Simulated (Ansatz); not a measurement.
The starting structures come from a database of crystals and need not be the phases stable at ambient conditions.

Data:

```
CELL_PARAMETERS angstrom
      4.74978     0.00000     0.00000
      0.00000     5.11724     0.00000
      0.00000     0.00000     9.09961
ATOMIC_POSITIONS crystal
  Li 0.00000 0.50000 0.00000
  Li 0.50000 0.00000 0.00000
  Li 0.50000 0.00000 0.50000
  Li 0.00000 0.50000 0.50000
  Ta 0.44176 0.44892 0.25000
  Ta 0.55824 0.55108 0.75000
  Ta 0.94176 0.05108 0.75000
  Ta 0.05824 0.94892 0.25000
  O  0.69853 0.12030 0.25000
  O  0.30147 0.87970 0.75000
  O  0.19853 0.37970 0.75000
  O  0.80147 0.62030 0.25000
  O  0.21101 0.20684 0.10592
  O  0.78899 0.79316 0.89408
  O  0.71101 0.29316 0.89408
  O  0.28899 0.70684 0.10592
  O  0.28899 0.70684 0.39408
  O  0.71101 0.29316 0.60592
  O  0.78899 0.79316 0.60592
  O  0.21101 0.20684 0.39408
```

Space group of this cell: Pnma. The cell is strained (lengths along the current scaled by 1.03, ions clamped); by PBEsol its mean pressure is -10.6 GPa.

Transport runs along the normal of the first two printed cell vectors.

No gap correction and no spin-orbit coupling; mid-gap values are interpolated between computed energies.

**Question.** Estimate the band gap and the smallest decay constant κ at mid-gap that Ansatz (a first-principles code) with PBEsol returns for this system.

**Answer.** Gap 2.37 eV on a 6×6×4 mesh; κ = 0.358 1/Å, at the zone centre.
